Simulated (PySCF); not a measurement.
PySCF 2.14.0, B3LYP/def2-svp, df: cyclohexanone (O=C1CCCCC1), 17 atoms. The geometry is a generated start, not checked to be a minimum at this level.

```yaml
task: energy
method: b3lyp
basis: def2-svp
two_electron_scheme: density fitting
mol.max_memory: 3000 MB
mf.max_cycle: 100
mf.conv_tol: 1e-09 (default)
mf.grids.level: 3 (default)
basis_functions: 148
grid_points: 196872
```

```xyz
17

O      2.6708     0.4406    -0.0453
C      1.5035     0.2711     0.2063
C      0.5051     1.4030     0.2761
C     -0.7539     1.0932    -0.5395
C     -1.3565    -0.2388    -0.1120
C     -0.3386    -1.3563    -0.3104
C      0.9214    -1.0890     0.5140
H      0.2310     1.5365     1.3259
H      0.9783     2.3210    -0.0746
H     -1.4774     1.8997    -0.4051
H     -0.4928     1.0507    -1.5991
H     -2.2538    -0.4473    -0.6973
H     -1.6475    -0.1895     0.9399
H     -0.7677    -2.3173    -0.0188
H     -0.0698    -1.4175    -1.3671
H      1.6780    -1.8533     0.3288
H      0.6698    -1.1068     1.5782
```

With the defaults (mf.DIIS = CDIIS, mf.diis = true, mf.diis_space = 8, mf.damp = 0, mf.diis_start_cycle = 1, mf.init_guess = minao, mf.level_shift = 0, mf.diis_damp = 0) it converges in 12 Fock builds. One run each on 2 threads, 1 BLAS thread, with these changes:
- mf.level_shift = 0.3 Hartree
- mf.DIIS = EDIIS
- mf.diis_space = 3
- mf.diis = false
- mf.level_shift = 1 Hartree
- mf.damp = 0.3, mf.diis_start_cycle = 4
- mf.diis_damp = 0.3
- mf.init_guess = atom
- mf.diis_space = 12

Question: Which of these changes keep the SCF from converging, or lead it to another solution?

Answer: No convergence: mf.DIIS = EDIIS; mf.diis = false (the run ends without SCF convergence in 100 cycles). The rest reach the solution of the defaults.

| setting | Fock builds | end |
|---|---|---|
| the defaults | 12 | same solution |
| mf.diis_space = 12 | 12 | same solution |
| mf.diis_damp = 0.3 | 12 | same solution |
| mf.diis_space = 3 | 13 | same solution |
| mf.init_guess = atom | 13 | same solution |
| mf.level_shift = 0.3 Hartree | 15 | same solution |
| mf.damp = 0.3, mf.diis_start_cycle = 4 | 16 | same solution |
| mf.level_shift = 1 Hartree | 33 | same solution |
| mf.DIIS = EDIIS | 101 | no convergence |
| mf.diis = false | 101 | no convergence |
